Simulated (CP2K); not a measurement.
A self-consistent single point of TiTe (P6_3/mmc, 4 atoms in the cell) with CP2K.

Method: LDA (Pade form), GPW, DZVP-MOLOPT-SR-GTH basis, GTH-PADE potentials (GTH_POTENTIALS) in CP2K.

```
TiTe
1.0
    3.59125     0.00000     0.00000
   -1.79563     3.11011     0.00000
    0.00000     0.00000     7.14360
Ti Te
2 2
Direct
  0.00000   0.00000   0.50000
  0.00000   0.00000   0.00000
  0.66667   0.33333   0.25000
  0.33333   0.66667   0.75000
```

Reference input (self-consistent single point, DFT PBEsol, GPW, DZVP-MOLOPT-SR-GTH basis, GTH-PBE potentials (GTH_POTENTIALS)): CUTOFF = 600 Ry; REL_CUTOFF = 60 Ry; SMEAR/METHOD = FERMI_DIRAC; ELECTRONIC_TEMPERATURE = 1160.45 K; KPOINTS/SCHEME = MONKHORST-PACK 7 7 3; XC_FUNCTIONAL = PBE:PBESOL; Ti/BASIS_SET = DZVP-MOLOPT-SR-GTH-q12; Ti/POTENTIAL = GTH-PBE-q12; Te/BASIS_SET = DZVP-MOLOPT-SR-GTH-q6; Te/POTENTIAL = GTH-PBE-q6; METHOD = GPW; EPS_DEFAULT = 1e-10. This run's input differs from it in these lines:

```diff
@@ -43,6 +43,3 @@
     &XC
-      &XC_FUNCTIONAL
-        &PBE
-          PARAMETRIZATION PBESOL
-        &END PBE
+      &XC_FUNCTIONAL PADE
       &END XC_FUNCTIONAL
@@ -80,3 +77,3 @@
       BASIS_SET DZVP-MOLOPT-SR-GTH-q12
-      POTENTIAL GTH-PBE-q12
+      POTENTIAL GTH-PADE-q12
     &END KIND
@@ -84,3 +81,3 @@
       BASIS_SET DZVP-MOLOPT-SR-GTH-q6
-      POTENTIAL GTH-PBE-q6
+      POTENTIAL GTH-PADE-q6
     &END KIND
```

Log, with long lists cut:

```
 SCF WAVEFUNCTION OPTIMIZATION

  Step     Update method      Time    Convergence         Total energy    Change
     1 NoMix/Diag. 0.30E+00      -     1.84303877      -133.7640644927 -1.34E+02
     2 Broy./Diag. 0.30E+00      -     0.02643505      -132.9560378601  8.08E-01
     3 Broy./Diag. 0.30E+00      -     0.04477947      -133.0588860105 -1.03E-01
     4 Broy./Diag. 0.30E+00      -     0.01985567      -133.0806562666 -2.18E-02
     5 Broy./Diag. 0.30E+00      -     0.00212518      -132.9460752923  1.35E-01
     6 Broy./Diag. 0.30E+00      -     0.00239795      -132.8984113097  4.77E-02
   [... 5 lines left out ...]
    12 Broy./Diag. 0.30E+00      -     0.00000655      -132.9201170961 -7.22E-05
    13 Broy./Diag. 0.30E+00      -     0.00000326      -132.9201370810 -2.00E-05
    14 Broy./Diag. 0.30E+00      -     0.00000109      -132.9201424851 -5.40E-06
    15 Broy./Diag. 0.30E+00      -     0.00000084      -132.9201374570  5.03E-06
  *** SCF run converged in    15 steps ***

  Overlap energy of the core charge distribution:               0.00000000001042
  Self energy of the core charge distribution:               -249.12133190246010
  Core Hamiltonian energy:                                     61.88047201751800
  Hartree energy:                                              72.56298324393485
  Exchange-correlation energy:                                -18.23904377467613
  Electronic entropic energy:                                  -0.00321704531246
  Fermi energy:                                                 0.36881788015219

  Total energy:                                              -132.92013745698966
  Total energy (extrapolated to T->0):                       -132.91852893433344

                     Mulliken Population Analysis

   [... lines left out ...]

 STRESS| Analytical stress tensor [bar]
 STRESS|                        x                   y                   z
 STRESS|      x        1.70833811483E+04  -3.36919682143E-01  -1.31340192841E-09
 STRESS|      y       -3.36919682143E-01   1.70827117383E+04   6.93060364236E-08
 STRESS|      z       -1.31340192841E-09   6.93060364236E-08   4.32148982177E+03
 STRESS| 1/3 Trace                                             1.28291942361E+04
```

The run converged in 15 iterations. Against the reference run the pressure goes from 5.68 to 1.28 GPa.

The starting cell comes from a database of computed structures (which also holds hypothetical and non-ambient phases and stackings), without a prior relaxation at this level. Its lattice was rescaled by a random factor within 2.5 % of one. Spin polarisation is off, so a magnetic state, if there is one, cannot be reached. Values carry the incompleteness of an atom-centred basis.

Cost on one core of a shared machine: roughly 2 min.
